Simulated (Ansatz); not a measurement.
For Y2B (model structure, started from the Ca2N type, R-3m, No. 166, 3 atoms in the cell), LDA (Ansatz, a first-principles code, plane waves, PAW) gives:

| Property | Result |
|---|---|
| equilibrium lattice constant a | 3.608 Å |
| lattice parameter c | 18.676 Å |
| bulk modulus | 37.9 GPa |
| cohesive energy | 5.59 eV/atom |

**Question.** What does r²SCAN (plane waves, PAW; Ansatz) give for the same quantities?

**Answer.** 
- lattice constant a: 3.815 Å (grows by 5.7 %)
- lattice parameter c: 18.956 Å (increases by 1.5 %)
- bulk modulus: 23.8 GPa (decreases by 37 %)
- cohesive energy: 4.82 eV/atom (decreases by 0.77 eV/atom)

Changes are worked out from the printed values.

Unless a cell is named, each level is at its own relaxed cell (LDA 23.39, r²SCAN 26.55 Å³/atom).

The crystal itself was run without spin with LDA, r²SCAN; a magnetic state was not tried in these runs.

Caveats: the bulk modulus is −V dP/dV from two relaxed cells at ±2 % in volume (LDA, r²SCAN). Ansatz's density-functional and Hartree–Fock values are scalar-relativistic unless marked +SOC, with PAW data made under PBE.

A model structure was made by putting elements into a prototype or built by hand; it is no filed structure, need not be a known phase, and can be a saddle point held by its symmetry.
